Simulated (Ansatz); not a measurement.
The reference is GaSb in the zinc blende structure (space group F-43m, No. 216; a = 6.111 Å). Axes: x, y, z lie along the cube axes.

All numbers come from Ansatz (a quantum-chemistry and plane-wave program) PBEsol, spin-orbit coupling left out.

Before the change:

| Item | Value |
|---|---|
| Pressure | 0.0 GPa |
| Shortest interatomic distance | 5.001 bohr |

Now apply this change: tensile biaxial strain of 3.00 % in the plane normal to [001], as in epitaxy on a mismatched substrate; the out-of-plane cell vector and the atoms relax.

Task: What does the calculation give for the energy relative to the base, pressure and shortest interatomic distance after the change?

Result: The energy rises by 13 meV/atom; the pressure (mean of the normal stresses, compression positive) goes from zero to -1.5 GPa; the shortest interatomic distance grows by 0.055 bohr (5.001 bohr → 5.056 bohr).

Whether these cells are dynamically stable was not tested. All final runs are without spin polarisation.
